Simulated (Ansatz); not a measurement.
Ansatz (a program for electronic structure) run on TaCu₃Se₃S (R3m, 8 atoms in the cell): dielectric-response calculation.

Level of theory: LDA (PW92), default PAW files made with PBE (plane waves; Ansatz).

```xyz
8
Lattice="3.9738 2.2943 3.2958 -3.9738 2.2943 3.2958 0.0000 -4.5885 3.2958" Properties=species:S:1:pos:R:3 pbc="T T T"
Ta     0.0000     0.0000     9.8828
Cu     1.9525     1.1273     1.6817
Cu    -1.9525     1.1273     1.6817
Cu     0.0000    -2.2546     1.6817
Se     0.0000     2.2692     5.7891
Se    -1.9652    -1.1346     5.7891
Se     1.9652    -1.1346     5.7891
S      0.0000     0.0000     2.3109
```

Reference input (self-consistent single point, DFT, LDA (PW92), plane waves, default PAW files made with PBE): basis.ecutwfc = 30.9 Ry; kpoints.mp_grid.grid = 5 5 5; hamiltonian.xc = lda; hamiltonian.pseudopotentials = {kind: paw} (the program's default PAW files); scf.occupations.method = fixed. This run's input differs from it in these lines:

Ansatz 0.2 input:
```diff
@@ -18,3 +18,3 @@
   mp_grid:
-    grid: [5, 5, 5]
+    grid: [4, 4, 4]
 hamiltonian:
@@ -26,6 +26,4 @@
     method: fixed
-output:
-  forces: true
-  eigenvalues: true
-  stress: true
+dielectric:
+  field_mesh: kpoints
```

Output (repeated stretches shortened):

```
SCF iter   1: F=—  HF=-46372.913004 eV  |F-HF|=—  |Δ(HF+E_count)|=         —  Δρ=1.19e-2  dr2=1.83e-1  ethr=1.77e-3  ⟨swp⟩=5.0  Hψ=5723  notcnv=0  defer=253
all-band conjugate gradients solve this SCF's bands
preconditioner: auto → Resta (q_TF=auto, 2.563 Å⁻¹)
SCF iter   2: F=—  HF=-46372.917302 eV  |F-HF|=—  |Δ(HF+E_count)|=   4.30e-3  Δρ=1.12e-2  dr2=1.69e-1  ethr=1.47e-4  ⟨swp⟩=2.6  Hψ=3611  notcnv=0  defer=249
   [... lines left out ...]
SCF iter  10: F=—  HF=-46372.880915 eV  |F-HF|=—  |Δ(HF+E_count)|=   2.58e-9  Δρ=2.11e-6  dr2=6.96e-9  ethr=1.73e-11  ⟨swp⟩=2.0  Hψ=1952  notcnv=0  defer=154
SCF iter  11: F=—  HF=-46372.880915 eV  |F-HF|=—  |Δ(HF+E_count)|=  1.46e-10  Δρ=1.62e-6  dr2=4.70e-9  ethr=5.61e-12  ⟨swp⟩=2.0  Hψ=2301  notcnv=0  defer=154
SCF iter  12: F=—  HF=-46372.880915 eV  |F-HF|=—  |Δ(HF+E_count)|=  5.31e-10  Δρ=8.51e-7  dr2=9.34e-10  ethr=3.79e-12  ⟨swp⟩=1.5  Hψ=1733  notcnv=0  defer=154
SCF iter  13: F=-46372.880915 eV  HF=-46372.880915 eV  |F-HF|=1.46e-11  |Δ(HF+E_count)|=  1.38e-10  Δρ=1.12e-7  dr2=5.65e-11  ethr=1.00e-12  ⟨swp⟩=8.5  Hψ=6765  notcnv=0
SCF 1 converged in 13 iterations: F = -46372.880915 eV  dr2 = 5.65e-11
DFPT response loops at Γ: preconditioner auto → none (the input reference at scf.mixing.eps_inf says where Resta's filter doesn't serve); β = 0.50 …
   [... lines left out ...]
WARN: field response: the 4×4×4 k-mesh looks too coarse for the field response at k = (0.0000, 0.0000, 0.0000), direct gap 2.051 eV …
Free energy (F): -46372.880915 eV
Fermi energy:    7.765800 eV
   [... lines left out ...]
         0.49312   -0.45018    0.18767
        -0.32924    0.19009   -0.37423
    site 7:
        -0.19796    0.00000    0.00000
        -0.00000   -0.19796    0.00000
         0.00000    0.00000   -1.68421
  Z* charge neutrality: 2.387e-5 e pre-enforcement
  k-mesh period / interband length: 22.6 Å / 1.95 Å = 11.57 at k = (0.0000, 0.0000, 0.0000), direct gap 2.051 eV — UNDER 14: by this measure the k-mesh is too coarse for the response
```

The run converged in 13 iterations. 

Summary of the result:
| Item | Result |
|---|---|
| Free energy E − TS (on the zero of these files) | -46372.8809 eV |
| Top of the valence band (on the code's own zero) | 7.77 eV |
| Gap on the k-point mesh | 1.58 eV |
| ε∞ at this k-point mesh, which may be far from converged in small-gap cells (xx, yy, zz) | 6.96, 6.96, 6.82 |
| Born charges at this mesh (mean of the diagonal, e) | Ta 1.53, Cu 0.33, Cu 0.33, Cu 0.33, Se -0.61, Se -0.61, Se -0.61, S -0.69 |

The starting cell comes from a database of computed structures (which also holds hypothetical and non-ambient phases and stackings), without a prior relaxation at this level. Its lattice was rescaled by up to half a per cent. Spin-orbit coupling is off.

Cost on one core of a shared machine: roughly 5 min.
